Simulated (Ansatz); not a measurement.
GaP: response to strain

The parent structure is GaP in the zinc blende structure (space group F-43m, No. 216).

```xyz
2
Lattice="0.0000 2.7257 2.7257 2.7257 0.0000 2.7257 2.7257 2.7257 0.0000" Properties=species:S:1:pos:R:3 pbc="T T T"
Ga     0.0000     0.0000     0.0000
P      1.3628     1.3628     1.3628
```

Cartesian axes are those of the cell as printed.

Strains are applied to the cell and any free atomic positions relax; under biaxial strain the out-of-plane vector relaxes too.

Method: r2SCAN, PAW, 500 eV (Ansatz, an electronic-structure program; no SOC).

```json
[
 {"biaxial strain, plane normal [111], relaxed out of plane (%)": "-2.5", "out-of-plane strain (%)": "1.11"},
 {"biaxial strain, plane normal [111], relaxed out of plane (%)": "-2.08", "out-of-plane strain (%)": "0.92"},
 {"biaxial strain, plane normal [111], relaxed out of plane (%)": "-1.67", "out-of-plane strain (%)": "0.73"},
 {"biaxial strain, plane normal [111], relaxed out of plane (%)": "-1.25", "out-of-plane strain (%)": "0.54"},
 {"biaxial strain, plane normal [111], relaxed out of plane (%)": "-0.83", "out-of-plane strain (%)": "?"},
 {"biaxial strain, plane normal [111], relaxed out of plane (%)": "-0.42", "out-of-plane strain (%)": "0.18"},
 {"biaxial strain, plane normal [111], relaxed out of plane (%)": "0", "out-of-plane strain (%)": "0.00"}
]
```

**Question.** Fit ε⊥ = −νε + γε² (strains in %) to the rows shown and predict the withheld row.

**Answer.** Least squares on the printed values gives ν = 0.42 (the biaxial Poisson response) and γ = 0.009 (largest residual 0.00 %); this predicts 0.36 %, and the run gives 0.36 %, in agreement.

Stability against distortions was not tested.
